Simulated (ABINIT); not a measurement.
Band structure of Pb (Fm-3m, 1 atom in the cell).

```xyz
1
Lattice="0.0000 2.4750 2.4750 2.4750 0.0000 2.4750 2.4750 2.4750 0.0000" Properties=species:S:1:pos:R:3 pbc="T T T"
Pb     0.0000     0.0000     0.0000
```

Computed with PBE, norm-conserving pseudopotentials (PseudoDojo nc-sr-05 PBE standard) (plane waves; ABINIT 10.0.3).

Settings: pseudos = [Pb.upf]; ecut = 31 Ha; occopt = 3; tsmear = 0.00367493 Ha; ngkpt = 9 9 9; nshiftk = 1; shiftk = 0 0 0; potentials = PseudoDojo nc-sr-05 PBE standard; kptopt = 1; nstep = 80; tolvrs1 = 1e-11; ndtset = 2; getden2 = 1.

The starting cell has typed, rounded lattice constants, without a prior relaxation at this level. Spin-orbit coupling is off.

Levels in eV from the Fermi level, bands 4 to 11:
```tsv
point	4	5	6	7	8	9	10	11
Γ	-16.85	-16.85	-11.66	7.50	7.50	7.50	9.86	11.43
X	-16.69	-16.69	-6.63	-3.17	2.15	2.15	5.48	6.75
W	-16.81	-16.69	-6.52	-1.27	-1.27	0.37	10.94	12.26
K	-16.79	-16.73	-6.71	-2.18	-1.13	3.07	6.57	11.44
L	-16.72	-16.72	-8.04	-4.11	5.67	5.67	9.34	9.56
U	-16.79	-16.73	-6.71	-2.18	-1.13	3.07	6.57	11.44
```

Bands cross the Fermi level along this path, so the cell is metallic at this level.
